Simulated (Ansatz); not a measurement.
Defect: O vacancy in monoclinic ZrO2, neutral cell. Calculation: PBE, PAW (plane waves to 420 eV; Ansatz, a first-principles code).

Settings: 96 host sites, the relaxed PBE lattice, the Γ point alone, smearing 0.01 eV, spin-restricted, no image-charge correction. Static, classical nuclei. The charge state is imposed; whether it is stable for some Fermi level was not computed. Forms of the defect that were not tried may lie lower. The start lies 0.12 eV above the lowest site run (PBE).

Barriers: single points on a 2×2×2 k-point mesh shifted by half a step at the bands' geometries (they differ from the bands' own by up to 0.15 eV, and are uncertain by about as much).

The step: a nearby O atom hops onto the vacant site; the atom moves 2.69 Å along (-0.01, -0.14, -0.48) of the unit cell; the moving atom starts with neighbours O at 2.58, O at 2.60; Zr at 2.04, Zr at 2.08, Zr at 2.18 Å and ends with O at 2.56, O at 2.58; Zr at 2.06, Zr at 2.09, Zr at 2.14 Å.

Problem. Give the migration barrier of this step at the level PBE, PAW.

Solution. 1.43 eV, the same both ways. At the saddle the moving atom has neighbours Zr at 1.98, Zr at 2.24, Zr at 2.43 Å. The program found a first-order saddle point.
